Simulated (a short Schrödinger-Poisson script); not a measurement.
Structure: MOS inversion layer, Al2O3 on p-type GaN, at 300 K.

```csv
layer,material,thickness (nm),Na (cm⁻³)
1,Al2O3,1.6,-
2,GaN,920,4.6e17
```

Constants are typed, rounded textbook-type inputs, not results; the design itself was drawn at random and stands for no fabricated device. Al2O3: permittivity 9, conduction-band edge (eV) 2.75, gap (eV) 6.8, electron mass (mₑ) 0.3. GaN: permittivity 9.5, conduction-band edge (eV) 0, gap (eV) 3.43, Nv at 300 K (cm⁻³) 4.6e19.

Channel valleys (confinement mass, in-plane density-of-states mass, number): Γ 0.2, 0.2, 1. At the gate the conduction-band edge of layer 1 lies 3.08 eV − eVg above the Fermi level of the channel; the field vanishes at the back. Gaps are held at their typed values at every temperature. Mesh 0.03 nm at interfaces.

From a short Schrödinger-Poisson script (our own, NumPy): 1D Poisson equation in equilibrium, electrons quantum, Hartree (BenDaniel-Duke, 12 states a valley, the channel's in-plane mass for all, wave functions free to enter the dielectric), parabolic valleys, classical holes, full ionisation, no traps, pinning or gate leakage.

The same stack at other levels of the model or other numerical settings:

```tsv
run	sheet density of all electrons at Vg = 1.15 V (cm⁻²)	sheet density of all electrons at Vg = 0.55 V (cm⁻²)	capacitance at Vg = 1.15 V (μF/cm²)	centroid of the channel electrons at Vg = 1.15 V (nm)	rough cost against the base
base	7.30e12	1.56e10	2.60	1.47	about 1
electrons treated as classical, Boltzmann	___	8.04e11	4.56	___	0.05
electrons treated as classical, Fermi-Dirac	___	5.03e11	2.74	0.84	0.3
electrons treated as quantum, Hartree plus LDA exchange-correlation	8.14e12	2.08e10	2.73	1.42	2
mesh six times as coarse	7.25e12	1.50e10	2.59	1.48	0.2
one subband a valley	7.30e12	1.56e10	2.60	1.47	0.6
```

Q: Complete the blanks.

A: 
- electrons treated as classical, Fermi-Dirac, sheet density of all electrons at Vg = 1.15 V (cm⁻²): 9.27e12
- electrons treated as classical, Boltzmann, centroid of the channel electrons at Vg = 1.15 V (nm): 0.20
- electrons treated as classical, Boltzmann, sheet density of all electrons at Vg = 1.15 V (cm⁻²): 1.61e13

The classical rows ignore confinement, and Boltzmann statistics overrate the density once the band edge passes the Fermi level.

In real p-type GaN the Mg acceptor is only partly ionised, and so wide a gap doesn't supply an inversion layer without source and drain.
